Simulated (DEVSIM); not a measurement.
**abrupt Si p-n junction**

System: abrupt Si p-n junction, at 400 K.

```
layer (left to right)  material  thickness (μm)  Nd (cm⁻³)  Na (cm⁻³)  τn (s)  τp (s)
---------------------  --------  --------------  ---------  ---------  ------  ------
1                            Si            54.0          -     2.5e16  1.8e-7  1.8e-7
2                            Si           0.720     3.2e15          -  1.8e-7  1.8e-7
```

Left contact: ohmic. Right contact: ohmic. Voltage is applied to the left contact. Recombination: SRH at mid-gap. Mobility is constant in doping.

This is a model device: material constants are rounded textbook-type values typed into the input, and sizes, dopings and lifetimes were drawn at random. Values at 300 K; Nc and Nv go as T^1.5, mobilities as T to minus their exponent, the gap by Varshni's rule with the affinity fixed.

| parameter | Si |
|---|---|
| gap (eV) | 1.124 |
| affinity (eV) | 4.05 |
| permittivity | 11.7 |
| Nc (cm⁻³) | 2.86e19 |
| Nv (cm⁻³) | 3.1e19 |
| μn (cm²/Vs) | 1417 |
| μp (cm²/Vs) | 470 |
| T exponent of μn | 2.3 |
| T exponent of μp | 2.2 |
| Varshni α (eV/K) | 0.000473 |
| Varshni β (K) | 636 |

Model (solved in DEVSIM): 1D drift-diffusion, Boltzmann statistics, complete ionisation; no tunnelling, impact ionisation, image-force lowering or self-heating.

| Item | Value |
|---|---|
| Potential step across the device at zero bias | 0.508 V |
| Largest field in the device at zero bias | 20000 V/cm |
| Dark forward voltage at 1 A/cm² | 0.288 V |
| Dark forward voltage at 100 A/cm² | 0.952 V |

Dark forward current:

```json
[
 {"V (V)": "0.05", "J (A/cm²)": "0.0013"},
 {"V (V)": "0.10", "J (A/cm²)": "0.0065"},
 {"V (V)": "0.15", "J (A/cm²)": "0.027"},
 {"V (V)": "0.20", "J (A/cm²)": "0.11"},
 {"V (V)": "0.30", "J (A/cm²)": "1.4"},
 {"V (V)": "0.35", "J (A/cm²)": "3.7"},
 {"V (V)": "0.40", "J (A/cm²)": "7.7"},
 {"V (V)": "0.45", "J (A/cm²)": "13"},
 {"V (V)": "0.50", "J (A/cm²)": "20"},
 {"V (V)": "0.55", "J (A/cm²)": "27"},
 {"V (V)": "0.60", "J (A/cm²)": "35"},
 {"V (V)": "0.70", "J (A/cm²)": "51"},
 {"V (V)": "0.75", "J (A/cm²)": "60"},
 {"V (V)": "0.80", "J (A/cm²)": "69"},
 {"V (V)": "0.85", "J (A/cm²)": "79"},
 {"V (V)": "0.90", "J (A/cm²)": "89"},
 {"V (V)": "0.95", "J (A/cm²)": "100"},
 {"V (V)": "1.05", "J (A/cm²)": "120"},
 {"V (V)": "1.10", "J (A/cm²)": "130"},
 {"V (V)": "1.15", "J (A/cm²)": "150"},
 {"V (V)": "1.20", "J (A/cm²)": "160"},
 {"V (V)": "1.25", "J (A/cm²)": "170"},
 {"V (V)": "1.30", "J (A/cm²)": "180"},
 {"V (V)": "1.35", "J (A/cm²)": "200"},
 {"V (V)": "1.45", "J (A/cm²)": "230"},
 {"V (V)": "1.50", "J (A/cm²)": "240"},
 {"V (V)": "1.55", "J (A/cm²)": "260"},
 {"V (V)": "1.60", "J (A/cm²)": "270"}
]
```
